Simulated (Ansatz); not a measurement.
## 1T (CdI2-type) MgI2

Computed with PBE+SOC (Ansatz, a first-principles code, plane waves, PAW).

Settings: plane-wave cutoff 520 eV, 12×12×6 k mesh (along the axes of the cell as run), Fermi–Dirac smearing 0.01 eV, PAW data made under PBE.

Cell (relaxed at this level):

```
CELL_PARAMETERS angstrom
      2.10503    -3.64602     0.00000
      2.10503     3.64602     0.00000
      0.00000     0.00000     7.81273
ATOMIC_POSITIONS crystal
  Mg 0.00000 0.00000 0.00000
  I  0.33333 0.66667 0.21431
  I  0.66667 0.33333 0.78569
```

- bulk modulus: 1.84 GPa
- band gap: 3.27 eV (indirect)
- smallest direct gap on the k points sampled: 3.37 eV

Note: for a layered or molecular solid the relaxed cell lies over 5 % above the published volume, where the minimum can be shallow; the cell comes from a level without a dispersion term, which matters for the spacing of layers, chains or molecules; the bulk modulus comes from volumes at which shape and atoms were relaxed.

The computed numbers hold no vibrational or temperature effects.

Cost on a shared machine: very roughly 50 core-minutes.
